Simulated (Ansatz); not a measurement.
**ZnS under a change: biaxial strain +3.15 %, plane normal [001], relaxed out of plane**

The reference is ZnS in the wurtzite structure (space group P6_3mc, No. 186; a = 3.807 Å, c = 6.246 Å). Axes: x lies along a and z along c of the hexagonal cell.

One thing is altered: tensile biaxial strain of 3.15 % in the plane normal to [001], as in epitaxy on a mismatched substrate; the out-of-plane cell vector and the atoms relax.

The values are results of Ansatz (a quantum-chemistry and plane-wave program) r2SCAN, scalar-relativistic without spin-orbit coupling, earlier PAW set, not measurements. Γ-centred 10×10×6 mesh, Fermi–Dirac width 0.05 eV.

```csv
quantity,base,changed,shift
volume per atom,19.60 Å³,20.48 Å³,+0.88 Å³
space group,P6_3mc (No. 186),P6_3mc (No. 186),–
"pressure (mean of the normal stresses, compression positive)",0.0 kbar,-30.2 kbar,-30.2 kbar
band gap,2.77 eV,2.54 eV,-0.237 eV
gap character,direct at Γ,direct at Γ,–
width of the top valence band,2.18 eV,2.04 eV,-0.14 eV
electron mass,"0.18 mₑ along c, 0.21 mₑ across (at Γ)",0.19 mₑ (at Γ),–
"valence-band top at Γ (three highest levels, from the VBM)","0.00, 0.00, -0.08 eV","0.00, -0.12, -0.12 eV",–
out-of-plane strain,–,-1.78 %,–
ratio −ε⊥/ε∥,–,0.57,–
mean in-plane stress (compression positive),–,-4.5 GPa,–
```

Cost of the whole job for the changed cell (relaxation, final SCF and bands): roughly 4 core-minutes.

Masses are band curvatures over ±0.01 Å⁻¹ around the edge. Stability against distortions was not tested.
